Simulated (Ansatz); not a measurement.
## A self-consistent single point of TaN (P-6m2, 2 atoms in the cell) with Ansatz

Level of theory: LDA (PW92), default PAW files made with PBE (plane waves; Ansatz, a first-principles code).

Input:

Ansatz 0.2 input:
```yaml
crystal:
  lattice:
    - [2.948760, 0.000000, 0.000000]
    - [-1.474380, 2.553701, 0.000000]
    - [0.000000, 0.000000, 2.898851]
  atoms:
    - { symbol: Ta, position_ang: [0.000000, 0.000000, 1.449426] }
    - { symbol: N, position_ang: [1.474381, 0.851233, 0.000000] }
basis:
  ecutwfc: 420.0
kpoints:
  mp_grid:
    grid: [13, 13, 11]
hamiltonian:
  xc: lda
  pseudopotentials:
    kind: paw
scf:
  occupations:
    method: fermi_dirac
    width: 0.1
output:
  forces: true
  eigenvalues: true
  stress: true
```

Log, with long lists cut:

```
WARN the atoms were moved onto the symmetric positions of the space group found under crystal.symmetry.tolerance 1.0e-5 (fractional …
WARN ansatz: RAYON_NUM_THREADS=1 ignored (pool sized by the plan → 1); use --threads N
Pseudopotentials: kind: paw
Pseudopotential: Ta, paw, valence charge 13
Pseudopotential: N, paw, valence charge 5
Crystal: 2 atoms, lattice volume = 21.829 Å³
Basis set: ecut = 420 eV, 405 PW (Γ)
Bands: 13, of which v1, the nominal top of the filled ones, is band 9 counted from 1 (8 counted from 0)
Symmetry: 12 space group operations
Space group: P-6m2 (ITA 187), of the structure as read, at distance tolerance 2.8e-5 Å
k-points: 126 of 1859 (time reversal used)
PAW frozen core: Ta, regenerated for the run's functional, and the local potential with it
PAW frozen core: N, regenerated for the run's functional, and the local potential with it
Initial density: superposition of atomic densities (neutral atoms: chi_scale 0, normalization atom), corrected by the library's trained network
Initial wavefunctions: pseudopotential atomic-orbital guess
Eigensolver: davidson
Functional: x = slater, c = lda
SCF iter   1: F=—  HF=-10059.237748 eV  |F-HF|=—  |Δ(HF+E_count)|=         —  Δρ=1.50e-2  dr2=5.15e-2  ethr=1.77e-3  ⟨swp⟩=5.6  Hψ=8249  notcnv=0
all-band conjugate gradients solve this SCF's bands
preconditioner: auto → none
SCF iter   2: F=—  HF=-10059.232650 eV  |F-HF|=—  |Δ(HF+E_count)|=   5.10e-3  Δρ=9.81e-3  dr2=2.54e-2  ethr=2.86e-4  ⟨swp⟩=1.0  Hψ=2646  notcnv=0
SCF iter   3: F=—  HF=-10059.226783 eV  |F-HF|=—  |Δ(HF+E_count)|=   5.87e-3  Δρ=1.26e-3  dr2=1.73e-4  ethr=1.41e-4  ⟨swp⟩=2.4  Hψ=2149  notcnv=0
SCF iter   4: F=—  HF=-10059.226712 eV  |F-HF|=—  |Δ(HF+E_count)|=   7.08e-5  Δρ=2.86e-4  dr2=8.45e-6  ethr=9.61e-7  ⟨swp⟩=2.1  Hψ=2635  notcnv=0
SCF iter   5: F=—  HF=-10059.226708 eV  |F-HF|=—  |Δ(HF+E_count)|=   4.71e-6  Δρ=2.56e-5  dr2=6.34e-8  ethr=4.70e-8  ⟨swp⟩=2.6  Hψ=2484  notcnv=0
SCF iter   6: F=-10059.226708 eV  HF=-10059.226708 eV  |F-HF|=6.91e-11  |Δ(HF+E_count)|=   2.10e-8  Δρ=4.19e-6  dr2=1.11e-9  ethr=3.52e-10  ⟨swp⟩=2.7  Hψ=6204  notcnv=0
SCF 1 converged in 6 iterations: F = -10059.226708 eV  dr2 = 1.11e-9
SCF converged after 6 iterations
Free energy (F): -10059.226708 eV
Harris-Foulkes:  -10059.226708 eV  (|F-HF|=6.91e-11)
Internal energy: -10059.223363 eV  (E = F + TS)
E sigma→0 (E₀):  -10059.225035 eV
Entropy (-TS):   -0.003345 eV (-1.673 meV/atom)
Fermi energy:    19.573326 eV
--- Per-component energies (eV) ---
  E_band       = -62.572273
  E_kinetic    = 498.032456
  E_local      = -618.109756  (includes V_loc(G=0)·N_el)
  E_nonlocal   = 66.532829
  E_hartree    = 205.460656
  E_xc         = -277.384824
  E_vxc        = -281.445249  (∫ρ·V_xc dr)
  E_paw        = -8267.114838  (= ΣΔE_a)
  E_vpaw       = -138.503654  (= ΣTr[D̂ρ^β])
  E_aug_tail   = 0.000200  (compensation charges beyond the density's cutoff)
  E_ewald      = -1666.979033
  E_core_change = 0.338947  (= ΣΔE_core)
  E_smearing   = -0.003345  (= −TS)
  E_closure    = 0.000000  (closes the sum)
  Σ components = -10059.226708   (vs F -10059.226708, Δ=0.00e0)
--- Forces (eV/Å), atoms counted from 1 ---
  atom   1  Ta     0.00000000     0.00000000     0.00000000
  atom   2  N      0.00000000     0.00000000     0.00000000
  max |Σ_I F_I| component: 4.44e-16 eV/Å
--- Stress (GPa, compression-positive) ---
      -14.686794      -0.000000      -0.000000
       -0.000000     -14.686794       0.000000
       -0.000000       0.000000     -17.800965
  P = ⅓ Tr σ = -15.7249 GPa (-157.249 kbar)
  The stress holds the Pulay correction. Without it, at fixed plane waves, as pw.x and ABINIT print it: P = -16.2949 GPa
--- Band table (eV; the first three rows and the last of 126) ---
  k-point 0: bands = ["-48.8499", "-15.1981", "-14.9358", "-14.9358", "2.1302", "15.0940", "15.0940", "15.4392", "16.6834", "21.8096", "23.0716", "23.0716", "23.4354"]
  k-point 1: bands = ["-48.8461", "-15.2731", "-14.9297", "-14.9297", "2.2980", "14.8196", "15.1609", "15.1609", "17.1985", "22.1034", "22.1034", "22.1068", "24.1088"]
  k-point 2: bands = ["-48.8360", "-15.4697", "-14.9134", "-14.9134", "2.7661", "13.6427", "15.3427", "15.3427", "18.2362", "21.0040", "21.0040", "22.8485", "24.3372"]
  k-point 125: bands = ["-48.7243", "-15.7848", "-15.5729", "-15.4205", "4.2017", "11.5728", "13.0906", "15.6177", "19.1531", "23.9201", "24.4725", "26.0207", "26.7912"]
```

The run converged in 6 iterations.

The starting cell comes from a database of computed structures (which also holds hypothetical and non-ambient phases and stackings), without a prior relaxation at this level. Its lattice was rescaled by up to half a per cent. Spin-orbit coupling is off. Spin polarisation is off. With a pressure of about -16 GPa the cell is away from its equilibrium volume at this level. Ansatz's pressure includes its estimate of the finite-basis (Pulay) stress. Without the estimate this run gives -16.29 GPa.
